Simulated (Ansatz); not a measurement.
## AlNi: pressure series

The parent structure is AlNi in the CsCl type structure (space group Pm-3m, No. 221; a = 2.893 Å; non-magnetic).

Cell and atoms are relaxed at each pressure.

Method: Kohn–Sham DFT with the PBE functional, run in Ansatz (a program for electronic structure) with PAW and 420 eV plane waves, no spin-orbit coupling, earlier PAW set.

```tsv
pressure (GPa)	volume per atom (Å³/atom)
-2	12.259
-1	12.179
0	12.102
3	11.885
7	11.624
30	?
50	9.882
75	9.279
100	8.811
```

Question: Fit the third-order Birch–Murnaghan form P(V) = (3B₀/2)[(V₀/V)^(7/3) − (V₀/V)^(5/3)]·[1 + (3/4)(B₀′ − 4)((V₀/V)^(2/3) − 1)] (squares taken in P) to the rows shown and predict the withheld row.

Answer: Least squares on the printed values gives V₀ = 12.101 Å³/atom, B₀ = 161 GPa, B₀′ = 4.2; this predicts 10.530 Å³/atom, and the run gives 10.528 Å³/atom, 0.002 lower.

Measured bulk modulus of AlNi: 156 GPa (room temperature; as listed in Yamada, Ryo, Mohri, Tetsuo, arXiv (2019)); the computed value is for a static lattice, so the two differ by thermal effects too.

Load acts through the strain it causes; cell and atoms are relaxed under it. Whether these cells are dynamically stable was not tested. Competing high-pressure phases were not computed. Seeded moments were not kept for the base. The final runs are not spin-polarised.
